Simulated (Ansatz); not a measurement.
Base system: HgTe in the zinc blende structure (space group F-43m, No. 216; a = 6.435 Å). Axes: x, y, z lie along the cube axes.

The values are results of LDA/PAW in Ansatz (an electronic-structure program), without spin-orbit coupling, not measurements.

Before the change:

```
Item               Result
---------------  --------
Volume per atom  33.31 Å³
Pressure          0.0 GPa
```

Perturbation: biaxial strain −1.50 %, plane normal [001], relaxed out of plane (Cartesian); in-plane vectors clamped, the third vector and the atoms free.

Problem. How does this affect the volume per atom?

Solution. The volume per atom falls by 0.31 Å³ to 33.00 Å³.

Problem. Estimate the effect on the energy relative to the base.

Solution. The energy increases by 2.0 meV/atom.

Problem. Estimate the effect on the pressure.

Solution. The pressure (mean of the normal stresses, compression positive) goes from zero to 0.4 GPa.

A case with no gap was solved on a k-mesh chosen for an insulator, which is coarse for it. Whether these cells are dynamically stable was not tested. The final runs are not spin-polarised.
